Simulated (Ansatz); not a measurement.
```xyz
2
Lattice="0.0000 2.7227 2.7227 2.7227 0.0000 2.7227 2.7227 2.7227 0.0000" Properties=species:S:1:pos:R:3 pbc="T T T"
Si     0.0000     0.0000     0.0000
Si     1.3614     1.3614     1.3614
```

List the harmonic phonon frequencies (cm⁻¹; finite displacements on a 6×6×6 mesh, DFT at the r2SCAN level (Ansatz, a first-principles code), k mesh 6×6×6) at q = (0.000, 0.167, 0.333), (0.000, 0.000, 0.000), (0.000, 0.000, 0.167), in fractions of this cell's reciprocal vectors. At Γ leave out the LO-TO shift.


- (0.000, 0.167, 0.333): 131, 159, 256, 468, 481, 493
- (0.000, 0.000, 0.000): 0, 0, 0, 519, 519, 519
- (0.000, 0.000, 0.167): 78, 78, 162, 507, 507, 508
